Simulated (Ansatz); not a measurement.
Defect: Ti-vacancy pair (Ti on one host W site, one W site vacant) in bcc W, neutral cell. Method: PBE, PAW (plane waves to 420 eV; Ansatz, an electronic-structure program).

36-site cell at the relaxed PBE lattice, a 2×2×3 k-point mesh shifted by half a step, smearing 0.10 eV, spin-restricted, no finite-size correction. No zero-point or tunnelling terms. Spin-orbit coupling is left out. Forms of the defect that were not tried may lie lower.

Barriers: single points on a 3×3×5 k-point mesh shifted by half a step at the bands' geometries (they differ from the bands' own by up to 0.10 eV, and are uncertain by about as much).

A. Ti and the vacancy change places (Ti-vacancy distance between ideal sites 2.76 Å throughout); the atom moves 2.56 Å along (0.47, 0.47, 0.46) of the unit cell; the moving atom starts with neighbours 2 W at 2.74, W at 2.77, 3 W at 2.78, W at 2.85, 3 W at 3.12, 2 W at 3.22, W at 3.25 Å and ends with 2 W at 2.74, W at 2.77, 3 W at 2.78, W at 2.85, 3 W at 3.12, 2 W at 3.22, W at 3.25 Å; saddle order not checked, on a symmetry element.
B. one W atom jumps into the vacancy from a nearby W site (Ti-vacancy distance between ideal sites 2.76 → 5.51 Å); the atom moves 2.69 Å along (-0.49, -0.49, -0.49) of the unit cell; the moving atom starts with neighbours W at 2.72, 2 W at 2.74, 3 W at 2.76, W at 2.77, W at 3.14, 2 W at 3.15, 2 W at 3.20, W at 3.23 Å and ends with Ti at 2.80; 2 W at 2.73, 3 W at 2.75, W at 2.76, W at 3.13, 2 W at 3.15, 2 W at 3.21, W at 3.24 Å; saddle order not checked, on a symmetry element.

A band can be held on a symmetry element, so unchecked saddle points there may be too high.

### Question
Put the candidates in order of forward barrier, lowest first, for PBE, PAW.

### Answer
A (1.01 eV), B (1.76 eV)
